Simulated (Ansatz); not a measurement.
Start from LaAs in the CsCl type structure (space group Pm-3m, No. 221; a = 3.743 Å; a hypothetical phase, not in the database extracts checked; relaxed with 0.1 eV smearing).

Method: r2SCAN (Ansatz, a program for electronic structure), no spin-orbit coupling.

Before the change:

```
Quantity   Result
--------  -------
Pressure  0.0 GPa
Band gap     zero
```

Now apply this change: every lattice vector is shortened by 0.76 %; the atoms relax in the strained cell.

Estimate the effect on the energy relative to the base, pressure and band gap.

The energy goes up by 3.1 meV/atom; the pressure goes from zero to 1.7 GPa; the band gap stays zero.

Stability against distortions was not tested. All final runs are without spin polarisation.
